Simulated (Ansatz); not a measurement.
The starting structures come from a database of crystals and need not be the phases stable at ambient conditions.

**Evanescent states of BN (R3m, 2 atoms a cell, 9.0 Å³ an atom) along the normal of (001)**

Level of theory: r2SCAN (plane waves, PAW; Ansatz, a quantum-chemistry and plane-wave program).

No gap correction and no spin-orbit coupling; mid-gap is the computed energy nearest the middle.

Energies count from the valence-band top; κ is the least over a 18×18 mesh across the current.

```tsv
E (eV)	κ (1/Å)	where
0.11	0.311	off Γ
0.33	0.426	off Γ
0.55	0.454	Γ
0.77	0.451	Γ
0.99	0.448	Γ
1.21	0.444	Γ
1.43	0.440	Γ
1.65	0.434	Γ
1.87	0.428	Γ
2.09	0.421	Γ
2.31	0.413	Γ
2.53	0.404	Γ
2.75	0.395	Γ
2.97	0.384	Γ
3.19	0.372	Γ
3.41	0.359	Γ
3.63	0.344	Γ
3.85	0.329	Γ
4.07	0.311	Γ
4.29	0.270	off Γ
4.51	0.181	off Γ
```

How thick must the barrier be to attenuate the transmission by 10^8 when the electrodes' Fermi level lies at 2.75 eV, and what attenuation does that film give at 3.19 eV?

d = 8 ln 10 / (2 × 0.395) = 23.3 Å. At 3.19 eV it gives 8 × 0.372/0.395 = 7.5 decades.
